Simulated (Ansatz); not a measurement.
For fluorite AuAl2, r²SCAN+rVV10 in Ansatz (PAW) gives:

| Property | Value |
|---|---|
| lattice constant a | 5.996 Å |
| bulk modulus B0 | 121 GPa |
| cohesive energy | 4.22 eV/atom |
| enthalpy of formation | -0.457 eV/atom |

### Question
What does PBE0-D3(BJ) in Ansatz (plane waves, PAW) give for the same quantities?

### Answer

- lattice constant a: 5.943 Å (shrinks by 0.9 %)
- bulk modulus: 129 GPa (grows by 6.6 %)
- cohesive energy: 4.15 eV/atom (drops by 0.07 eV/atom)
- formation enthalpy: -0.413 eV/atom (moves by +0.044 eV/atom)

Changes are worked out from the printed values.

Unless a cell is named, each level is at its own relaxed cell (r²SCAN+rVV10 17.96, PBE0-D3(BJ) 17.50 Å³/atom).

Levels without +SOC leave out spin–orbit coupling, which shifts energies and cells of such heavy elements.

Ansatz's density-functional and Hartree–Fock values are scalar-relativistic unless marked +SOC, with PAW data made under PBE.

Ansatz is an electronic-structure program.
